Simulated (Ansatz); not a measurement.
## SrTiO3: response to strain

Start from SrTiO3 in the cubic perovskite structure (space group Pm-3m, No. 221; a = 3.854 Å). Axes: x, y, z lie along the cube axes.

Strains are applied to the cell and any free atomic positions relax.

Method: LDA/PAW in Ansatz (an electronic-structure program), no SOC.

Notes on the quantities. energy relative to the base: free energy F.

```json
[
 {"variant": "base", "volume per atom": "11.45 Å³", "smallest direct gap": "2.17 eV", "energy relative to the base": "0 meV/atom", "band gap": "1.85 eV"},
 {"variant": "uniaxial strain ε_zz = −3.00 %", "volume per atom": "11.11 Å³", "smallest direct gap": "2.12 eV", "energy relative to the base": "+14 meV/atom", "band gap": "1.84 eV"},
 {"variant": "uniaxial strain ε_zz = −2.40 %", "volume per atom": "11.18 Å³", "smallest direct gap": "2.13 eV", "energy relative to the base": "+8.5 meV/atom", "band gap": "1.84 eV"},
 {"variant": "uniaxial strain ε_zz = −1.80 %", "volume per atom": "11.24 Å³", "smallest direct gap": "2.15 eV", "energy relative to the base": "+4.7 meV/atom", "band gap": "1.85 eV"},
 {"variant": "uniaxial strain ε_zz = −1.20 %", "volume per atom": "11.31 Å³", "smallest direct gap": "[?]", "energy relative to the base": "[?]", "band gap": "1.85 eV"},
 {"variant": "uniaxial strain ε_zz = −0.60 %", "volume per atom": "11.38 Å³", "smallest direct gap": "2.17 eV", "energy relative to the base": "+0.5 meV/atom", "band gap": "1.85 eV"}
]
```

Q: Fill in the withheld entries from the trend.

A: 
- uniaxial strain ε_zz = −1.20 %, smallest direct gap: 2.16 eV
- uniaxial strain ε_zz = −1.20 %, energy relative to the base: +2.0 meV/atom

Stability against distortions was not tested. All final runs are without spin polarisation. Many cubic perovskites are stable only at high temperature; tilts and polar distortions were not tested.
